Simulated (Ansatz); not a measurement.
System: fluorite HfO2 (high-temperature phase). Method: revPBE in Ansatz (PAW).

Numerical settings: plane-wave cutoff 520 eV, 8×8×8 k mesh, scalar-relativistic PAW data made under PBE.

Cell (relaxed at this level):

```yaml
crystal:
  lattice:
    - [0.00000, 2.56156, 2.56156]
    - [2.56156, 0.00000, 2.56156]
    - [2.56156, 2.56156, 0.00000]
  atoms:
    - { symbol: Hf, position: [0.00000, 0.00000, 0.00000] }
    - { symbol: O, position: [0.25000, 0.25000, 0.25000] }
    - { symbol: O, position: [0.75000, 0.75000, 0.75000] }
```

**Question.** What does this level give for the Poisson ratio, Young modulus, Voigt–Reuss–Hill shear modulus (Hill average), elastic constant C11, elastic constant C12 and elastic constant C44?

**Answer.** 
- Poisson ratio = 0.304
- Young modulus = 277 GPa
- Voigt–Reuss–Hill shear modulus (Hill average) = 106 GPa
- elastic constant C11 = 531 GPa
- elastic constant C12 = 88.2 GPa
- elastic constant C44 = 61.9 GPa

Note: symmetry holds this phase in the static calculation, where it need not be a minimum; held by symmetry at 0 K, a high-temperature phase can be a saddle point.

Elastic constants are with the ions relaxed.

Spin–orbit coupling is not included.

The computed numbers hold no vibrational or temperature effects.

Ansatz is a program for electronic structure.
